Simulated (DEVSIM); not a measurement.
Structure: GaP p-i-n diode, at 250 K.

```
layer (left to right)  material  thickness (μm)  Nd (cm⁻³)  Na (cm⁻³)  τn (s)  τp (s)
---------------------  --------  --------------  ---------  ---------  ------  ------
1                           GaP           0.140          -     3.6e17  5.6e-7  5.6e-7
2                           GaP            9.90     9.5e11          -  5.6e-7  5.6e-7
3                           GaP           0.250     2.1e17          -  5.6e-7  5.6e-7
```

Left contact: ohmic. Right contact: ohmic. Voltage is applied to the left contact. Recombination: SRH at mid-gap, Auger. Mobility is μmin + (μ − μmin)/(1 + (N/Nref)^α).

Constants are typed, rounded textbook-type inputs, not results; the design itself was drawn at random and stands for no fabricated device. Values at 300 K; Nc and Nv go as T^1.5, mobilities as T to minus their exponent, the gap by Varshni's rule with the affinity fixed.

```tsv
parameter	GaP
gap (eV)	2.26
affinity (eV)	3.8
permittivity	11.1
Nc (cm⁻³)	1.8e19
Nv (cm⁻³)	1.9e19
μn (cm²/Vs)	250
μp (cm²/Vs)	150
μn,min	10
μp,min	10
Nref,n	4.4e18
Nref,p	1e18
αn	0.8
αp	0.85
T exponent of μn	1.6
T exponent of μp	1.98
Cn (cm⁶/s)	1e-30
Cp (cm⁶/s)	1e-30
Varshni α (eV/K)	0.00058
Varshni β (K)	372
```

Model (solved in DEVSIM): 1D drift-diffusion, Boltzmann statistics, complete ionisation; no tunnelling, impact ionisation, image-force lowering or self-heating.

### Question
Tabulate band edges, carrier densities and field at 2.05 V on the left contact.

### Answer
Energies count from the Fermi level of the right contact; mesh points crowd at the junctions.

```tsv
x (μm)	Ec (eV)	Ev (eV)	n (cm⁻³)	p (cm⁻³)	field (V/cm)
0.000	0.150	-2.130	< 1e2	3.6e17	≈ 0
0.02436	0.150	-2.130	1.3e14	3.6e17	≈ 0
0.06733	0.150	-2.130	3.6e14	3.6e17	≈ 0
0.1106	0.150	-2.130	5.9e14	3.6e17	-320
0.1443	0.119	-2.160	3.0e15	8.6e16	-20000
0.1773	0.090	-2.189	1.2e16	2.2e16	-3200
0.2542	0.084	-2.196	1.6e16	1.6e16	-10
0.5137	0.085	-2.194	1.6e16	1.6e16	63
0.9765	0.088	-2.191	1.6e16	1.6e16	63
1.978	0.095	-2.185	1.6e16	1.6e16	63
4.312	0.109	-2.170	1.6e16	1.6e16	62
7.944	0.132	-2.148	1.7e16	1.7e16	61
9.085	0.138	-2.141	1.7e16	1.7e16	60
9.611	0.141	-2.138	1.7e16	1.7e16	59
9.907	0.143	-2.136	1.7e16	1.7e16	39
9.994	0.140	-2.139	2.0e16	1.5e16	-1600
10.03	0.121	-2.159	5.0e16	5.8e15	-12000
10.05	0.093	-2.186	1.8e17	1.5e15	-4000
10.11	0.090	-2.190	2.1e17	1.0e15	≈ 0
10.19	0.090	-2.189	2.1e17	5.4e14	11
10.25	0.090	-2.189	2.1e17	2.1e14	11
10.29	0.090	-2.189	2.1e17	< 1e2	11
```
